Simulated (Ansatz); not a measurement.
Start from BeSe in the zinc blende structure (space group F-43m, No. 216).

```
CELL_PARAMETERS angstrom
      0.00000     2.56445     2.56445
      2.56445     0.00000     2.56445
      2.56445     2.56445     0.00000
ATOMIC_POSITIONS crystal
  Be 0.00000 0.00000 0.00000
  Se 0.25000 0.25000 0.25000
```

Cartesian axes are those of the cell as printed.

Computed with PBEsol (Ansatz, an electronic-structure program), no spin-orbit coupling.

Before the change:

```
Item       Result
--------  -------
Band gap  2.47 eV
```

Perturbation: compressive biaxial strain of 2.50 % in the plane normal to [001], as in epitaxy on a mismatched substrate; the out-of-plane cell vector and the atoms relax.

**Question.** How does this affect the band gap?

**Answer.** The band gap decreases by 0.27 eV (2.47 eV → 2.20 eV).

**Question.** What happens to the out-of-plane strain?

**Answer.** The out-of-plane strain comes out as +1.99 %.

Whether these cells are dynamically stable was not tested.
